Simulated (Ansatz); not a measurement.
Defect: O vacancy in beta Ga2O3 strained by +1.5 % along x and y, z held, charge state +2. The step: one O atom jumps into the vacancy from a nearby O site (strongly reconstructed ends); the atom moves 2.54 Å along (-0.14, -0.45, 0.13) of the unit cell; at the start one Ga stands off the lattice site; at the end one Ga stands off the lattice site; the moving atom starts with neighbours Ga at 1.96, Ga at 2.04, Ga at 2.11, Ga at 2.20 Å and ends with Ga at 1.96, Ga at 2.04, Ga at 2.11, Ga at 2.20 Å. DFT values are from Ansatz (plane-wave PAW, 420 eV unless said) in a cell of 120 host sites, spin-restricted, static, with no finite-size correction. The charge state is imposed; whether it is stable for some Fermi level was not computed. Forms of the defect that were not tried may lie lower. For the PBE band: the saddle point's order was not checked, and it lies on a symmetry element of the cell, where a band can be held.

```json
[
 {"Level": "CHGNet universal potential (has no charge state), its own band", "Forward barrier (eV)": "1.09", "Cost of the band or of the saddle's single point": "-"},
 {"Level": "PBE, the Γ point alone, band relaxed", "Forward barrier (eV)": "1.11", "Cost of the band or of the saddle's single point": "about 28 core-minutes (a rough figure)"},
 {"Level": "PBE, a 2×2×2 k-point mesh shifted by half a step, same geometries", "Forward barrier (eV)": "1.20", "Cost of the band or of the saddle's single point": "very roughly 13 core-minutes"}
]
```

Ansatz is a quantum-chemistry and plane-wave program.
